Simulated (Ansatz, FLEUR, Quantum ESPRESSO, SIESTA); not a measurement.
**LaSi₂Ni (Cmcm, 8 atoms in the cell) computed with different codes at matched settings**

Self-consistent single point.

```xyz
8
Lattice="2.1149 -8.3096 0.0000 2.1149 8.3096 0.0000 0.0000 0.0000 4.0898" Properties=species:S:1:pos:R:3 pbc="T T T"
La     2.1149    -6.5167     1.0225
La     2.1149     6.5167     3.0674
Si     2.1149    -0.6819     1.0225
Si     2.1149     0.6819     3.0674
Si     2.1149     4.1563     1.0225
Si     2.1149    -4.1563     3.0674
Ni     2.1149    -3.0285     1.0225
Ni     2.1149     3.0285     3.0674
```

All programs got the same cell, k-point mesh and kind of occupations (in Ansatz's words: kpoints.mp_grid.grid = 5 5 5; scf.occupations.method = gaussian; scf.occupations.width = 0.05 eV); potentials, basis and cutoffs are each program's usual ones.

```tsv
code	model	pressure (GPa)	largest force (eV/Å)	k-points	cutoff
Quantum ESPRESSO	PBEsol, SSSP 1.1.2 efficiency (PBE) pseudopotentials	-2.72	0.125	27	50 Ry
SIESTA	GGA PBEsol, numerical atomic orbitals TZP, PseudoDojo PBEsol standard norm-conserving potentials (rewritten from UPF to PSML)	-3.39	0.339	63	grid 350 Ry
FLEUR	PBEsol, all-electron FLAPW (FLEUR), scalar-relativistic valence	–	0.130	27	Kmax 4 1/bohr
Ansatz	PBEsol, PAW files made with PBE	-3.01	0.121	27	420 eV
```

Size of the force on each atom (eV/Å): Sizes of forces hide their directions.

| code | La1 | La2 | Si3 | Si4 | Si5 | Si6 | Ni7 | Ni8 |
|---|---|---|---|---|---|---|---|---|
| Quantum ESPRESSO | 0.030 | 0.030 | 0.125 | 0.125 | 0.046 | 0.046 | 0.005 | 0.005 |
| SIESTA | 0.125 | 0.125 | 0.339 | 0.339 | 0.045 | 0.045 | 0.185 | 0.185 |
| FLEUR | 0.023 | 0.023 | 0.130 | 0.130 | 0.052 | 0.052 | 0.017 | 0.017 |
| Ansatz | 0.041 | 0.041 | 0.121 | 0.121 | 0.043 | 0.043 | 0.004 | 0.004 |

A dash marks a value that a program does not give, or that is left out as unsure.

The spread over the programs that give each value: pressure within 0.67 GPa; largest force within 0.218 eV/Å.

The starting cell comes from a database of computed structures (which also holds hypothetical and non-ambient phases and stackings), without a prior relaxation at this level. On Ansatz's run: Spin polarisation is off.

Problem. Why do the programs differ, and what cannot be compared?

Solution. Differences of this kind can come from the potentials, where these differ, and from what each basis and cutoff leave unconverged. The valence holds different numbers of electrons (Quantum ESPRESSO 74, SIESTA 74, FLEUR 70, Ansatz (an electronic-structure program) 74). The zero of total energies and Fermi levels follows the potentials and each program's conventions, so they are not compared here. SIESTA uses small atom-centred bases, whose incompleteness enters pressures, forces and empty levels differently from a plane-wave cutoff. FLEUR treats all electrons, but the usual bases taken here (sphere radii, linearisation, local orbitals, empty states) were not tested for convergence, so the values are no reference for the others. Ansatz's pressure is given at a fixed set of plane waves, as the other plane-wave codes print theirs. The programs reduce the same mesh by symmetry to different extents, which changes the work and not the result.

Left out of this page: ABINIT (stopped by limits of time or memory).

Keys are those of Ansatz 0.2.
